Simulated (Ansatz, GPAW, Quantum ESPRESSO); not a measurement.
**One structure in several programs: FeGe (P2_13, 8 atoms in the cell)**

Self-consistent single point, at a second geometry (lattice scaled by 0.98). First geometry:

```
CELL_PARAMETERS angstrom
      4.78655     0.00000     0.00000
      0.00000     4.78655     0.00000
      0.00000     0.00000     4.78655
ATOMIC_POSITIONS crystal
  Fe 0.13476 0.13476 0.13476
  Fe 0.36524 0.86524 0.63476
  Fe 0.63476 0.36524 0.86524
  Fe 0.86524 0.63476 0.36524
  Ge 0.84497 0.84497 0.84497
  Ge 0.65503 0.15503 0.34497
  Ge 0.34497 0.65503 0.15503
  Ge 0.15503 0.34497 0.65503
```
Moments meant for the start (each program seeds them in its own way; μB, in the order of the atoms Fe Fe Fe Fe Ge Ge Ge Ge): 4.0 4.0 4.0 4.0 0.0 0.0 0.0 0.0.

Shared settings, as Ansatz (a quantum-chemistry and plane-wave program) writes them: kpoints.mp_grid.grid = 3 3 3; scf.occupations.method = gaussian; scf.occupations.width = 0.2 eV. Potentials and cutoffs stand in the table.

```tsv
code	model	ΔF from the first geometry (meV/atom)	pressure (GPa)	largest force (eV/Å)	size of the net moment (μB/atom)	cutoff
Ansatz	PBE, PAW files	-33.8	-2.79	0.342	0.55	default
GPAW	PBE, GPAW PAW datasets PBE (gpaw-data 1.0.1)	-30.0	-2.03	0.342	0.55	800 eV
Quantum ESPRESSO	PBE, PseudoDojo standard norm-conserving (PBE) pseudopotentials	-26.3	-1.85	0.318	0.59	90 Ry
```

On Ansatz's run: the magnetic order is the one reached from the typed start; others were not searched systematically.

The spread over the programs that give each value: ΔF from the first geometry within 7.5 meV/atom; pressure within 0.94 GPa; largest force within 0.024 eV/Å; size of the net moment within 0.04 μB/atom.

Ansatz's pressure is given at a fixed set of plane waves, as the other plane-wave codes print theirs; with its correction for the finite basis it is -2.66 GPa.

The shared mesh is coarse (it stands for a supercell whose shortest vector is 14 Å), so the values are not converged in it.

The starting cell comes from a database of computed structures (which also holds hypothetical and non-ambient phases and stackings), without a prior relaxation at this level. Its lattice was rescaled by a random factor within 2.5 % of one. For this run, on top of that: lattice scaled by 0.98.

Keys are those of Ansatz 0.2.
